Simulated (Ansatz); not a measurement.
# Mn2Ge (P6₃/mmc, No. 194, 6 atoms in the cell; start mp-20473)

Method: LDA (Ansatz, an electronic-structure program, plane waves, PAW).

Run with plane-wave cutoff 500 eV, 12×12×8 k mesh (along the axes of the cell as run), Fermi–Dirac smearing 0.05 eV, spin-polarised start, scalar-relativistic PAW data made under PBE.

Cell (relaxed at this level):

```
Mn2Ge
1.0
    4.05325     0.00000     0.00000
   -2.02663     3.51022     0.00000
    0.00000     0.00000     4.86494
Mn Ge
4 2
Direct
  0.00000   0.00000   0.50000
  0.00000   0.00000   0.00000
  0.66667   0.33333   0.25000
  0.33333   0.66667   0.75000
  0.66667   0.33333   0.75000
  0.33333   0.66667   0.25000
```

```
Item      Value
--------  -----
band gap   none
```

Note: the magnetic order was assumed, not searched for or taken from measurement; the relaxation could not lower the start's symmetry, so the cell can be a saddle point above a distorted one.

Spin–orbit coupling is not included.

Computed values are for the static lattice.

A start named mp-… is a Materials Project structure, which need not be a measured phase.
